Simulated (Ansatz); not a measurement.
A computed series for CaF2: pressure series

Take CaF₂ in the fluorite structure (space group Fm-3m, No. 225; a = 5.511 Å) as the base.

Cell and atoms are relaxed at each pressure.

Calculations: Ansatz (a quantum-chemistry and plane-wave program), PBE, PAW, cutoff 420 eV, no SOC, earlier PAW set.

| case | band gap | volume per atom |
|---|---|---|
| base | 7.14 eV | 13.95 Å³ |
| pressure −2 GPa | 6.98 eV | 14.34 Å³ |
| pressure −1 GPa | 7.06 eV | 14.13 Å³ |
| pressure 3 GPa | 7.35 eV | ___ |
| pressure 7 GPa | 7.60 eV | 12.92 Å³ |
| pressure 15 GPa | 8.01 eV | 12.11 Å³ |
| pressure 30 GPa | 8.61 eV | 11.07 Å³ |
| pressure 50 GPa | 8.89 eV | 10.16 Å³ |
| pressure 75 GPa | 9.08 eV | 9.38 Å³ |
| pressure 100 GPa | ___ | ___ |

Fill in the withheld entries from the trend.


- pressure 3 GPa, volume per atom: 13.46 Å³
- pressure 100 GPa, band gap: 9.23 eV
- pressure 100 GPa, volume per atom: 8.81 Å³

Load acts through the strain it causes; cell and atoms are relaxed under it. Whether these cells are dynamically stable was not tested. No other phases were tried under pressure.
